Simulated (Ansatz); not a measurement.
## InP in the zinc blende structure (space group F-43m, No. 216)

InP is taken in the cubic space group F-43m (No. 216), the zinc blende structure, Pearson symbol cF8. Conventional cell: a = b = c = 5.8786 Å, α = β = γ = 90.00°. P on 4d sees 4 In at 2.545 Å (tetrahedral). In on 4a has 4 P at 2.545 Å (tetrahedral). (Neighbours: up to the widest gap in distance over summed covalent radii, below 1.35, at either atom; cation-cation and far metal-metal contacts left out.)
(The calculation used a cell of 2 atoms; values per cell refer to that cell.)

All numbers come from DFT with PBEsol, PAW potentials and a 420 eV plane-wave cutoff in Ansatz (a first-principles code), spin-orbit coupling left out. Settings: 10×10×10 k-points, 0.05 eV Fermi–Dirac smearing.

| Item | Value |
|---|---|
| Volume per atom | 25.39 Å³ |
| Density | 4.77 g/cm³ |
| Band gap | 0.57 eV, direct at Γ |
| Electron mass | 0.046 mₑ |
| Hole mass (degenerate bands, along [100]) | 0.045, 0.43, 0.43 mₑ |
| Lowest conduction-band minima above the VBM | Γ 0.57 eV; L along ⟨111⟩ 1.38 eV; X along ⟨100⟩ 1.65 eV |
| Total energy | -3132.933 eV/atom (σ→0; compares only within this code and set-up) |

Effective masses come from finite differences of ±0.01 Å⁻¹. Whether these cells are dynamically stable was not tested.
